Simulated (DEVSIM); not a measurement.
Structure: Si n-i-p diode, at 300 K.

Layer 1 from the left is Si, thickness (μm) 1.80, Nd (cm⁻³) 1.3e19, τn (s) 6.3e-5, τp (s) 6.3e-5. Layer 2 from the left is Si, thickness (μm) 1.20, Na (cm⁻³) 9.6e12, τn (s) 6.3e-5, τp (s) 6.3e-5. Layer 3 from the left is Si, thickness (μm) 0.960, Na (cm⁻³) 1.1e18, τn (s) 6.3e-5, τp (s) 6.3e-5.

Left contact: ohmic. Right contact: ohmic. Voltage is applied to the left contact. Recombination: SRH at mid-gap. Mobility is μmin + (μ − μmin)/(1 + (N/Nref)^α).

This is a model device: material constants are rounded textbook-type values typed into the input, and sizes, dopings and lifetimes were drawn at random. Values at 300 K.

Si: gap (eV) 1.124, affinity (eV) 4.05, permittivity 11.7, Nc (cm⁻³) 2.86e19, Nv (cm⁻³) 3.1e19, μn (cm²/Vs) 1417, μp (cm²/Vs) 470, μn,min 52, μp,min 45, Nref,n 9.7e16, Nref,p 2.2e17, αn 0.68, αp 0.72.

Simulated with DEVSIM: 1D drift-diffusion, Boltzmann statistics, complete ionisation; no tunnelling, impact ionisation, image-force lowering or self-heating.

Question: What does the simulation give for the dark forward voltage at 100 A/cm², the dark forward voltage at 1 A/cm², the potential step across the device at zero bias?

Answer: dark forward voltage at 100 A/cm² 0.828 V; dark forward voltage at 1 A/cm² 0.708 V; potential step across the device at zero bias 1.017 V.
